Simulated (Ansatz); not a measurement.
The starting structures come from a database of crystals and need not be the phases stable at ambient conditions.

 Where the default PAW files enter, the runs use the earlier of Ansatz's two default sets.

The decay constant κ of evanescent states in the gap governs leakage through a thin film.

Here is the system:

```
CELL_PARAMETERS angstrom
      4.01132     0.00000     0.00000
     -2.00566     3.47391     0.00000
      2.00566     1.15797     6.34950
ATOMIC_POSITIONS crystal
  Al 0.00048 0.00024 0.99928
  Ga 0.99973 0.49986 0.50041
  As 0.75031 0.87516 0.37453
  As 0.74945 0.37472 0.87583
```

Space group of this cell: R3m. The cell is strained (lengths along the current scaled by 0.97, ions clamped); by r2SCAN its mean pressure is 2.6 GPa.

Transport runs along the normal of the first two printed cell vectors, the (001) (indices of the unstrained crystal) plane of the conventional cell.

No gap correction and no spin-orbit coupling; mid-gap values are interpolated between computed energies.

### Question
Estimate the band gap and the smallest decay constant κ at mid-gap that r2SCAN (Ansatz, a first-principles code) returns for this system.

### Answer
Gap 1.33 eV on a 10×10×10 mesh; κ = 0.096 1/Å, at the zone centre.
